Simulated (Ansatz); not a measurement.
Start from ZnS in the wurtzite structure (space group P6_3mc, No. 186; a = 3.845 Å, c = 6.306 Å).

Levels (all Ansatz, a program for electronic structure, PAW, earlier PAW set): PBE (420 eV, spin-orbit coupling left out); r2SCAN (500 eV, no spin-orbit coupling).

Its gap is 2.07 eV with PBE and 2.64 eV with r2SCAN.

Modification: an isotropic linear strain of +2.93 %, atoms relaxed at fixed cell.

With PBE the gap becomes 1.70 eV.

**Question.** If the r2SCAN correction stayed the same, what would the r2SCAN gap be, and what does the r2SCAN run give?

**Answer.** A rigid correction of +0.57 eV gives 2.27 eV. The r2SCAN run gives 2.24 eV, so the two effects roughly add.

Single points use the geometry relaxed with PBE. Gaps are read on the SCF mesh and a high-symmetry path. No phonon test of stability was made.
